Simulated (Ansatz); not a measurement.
Phonon-limited resistivity of LiC6 (P6/mmm) against temperature in μΩ·cm, PBEsol, DFPT electron-phonon coupling, linearised Boltzmann equation (Ansatz, a program for electronic structure), harmonic crystal at a fixed cell. x, y and z are the axes of this cell:
```yaml
crystal:
  lattice:
    - [4.30982, 0.00000, 0.00000]
    - [-2.15491, 3.73241, 0.00000]
    - [0.00000, 0.00000, 3.65380]
  atoms:
    - { symbol: Li, position: [0.00000, 0.00000, 0.00000] }
    - { symbol: C, position: [0.00000, 0.33360, 0.50000] }
    - { symbol: C, position: [0.00000, 0.66640, 0.50000] }
    - { symbol: C, position: [0.66640, 0.00000, 0.50000] }
    - { symbol: C, position: [0.33360, 0.00000, 0.50000] }
    - { symbol: C, position: [0.66640, 0.66640, 0.50000] }
    - { symbol: C, position: [0.33360, 0.33360, 0.50000] }
```

```tsv
T	ρ (x, y)	ρ (z)
50 K	0.029	0.20
77 K	0.143	[?]
100 K	0.30	[?]
150 K	0.73	5.8
200 K	1.24	9.6
250 K	1.83	13.9
273 K	2.1	16.1
300 K	2.5	18.9
350 K	3.4	25
```

Q: Some entries are withheld; supply them.

A: 
- 77 K, ρ (z): 1.18
- 100 K, ρ (z): 2.5

A metal at this level (no band gap). Only scattering by harmonic phonons is included (no impurities, grain boundaries, electron-electron scattering or thermal expansion). Spin-orbit coupling is left out. Halving the electron mesh (24x24x24) moves the resistivity by up to 3 %. Smearing 0.20 eV; phonons on a 4x4x4 q mesh, which this run doesn't test and which matters most at low temperature.

Computed structure with no diffraction record at hand here (it may be known, metastable or hypothetical): LiC6 (P6/mmm).
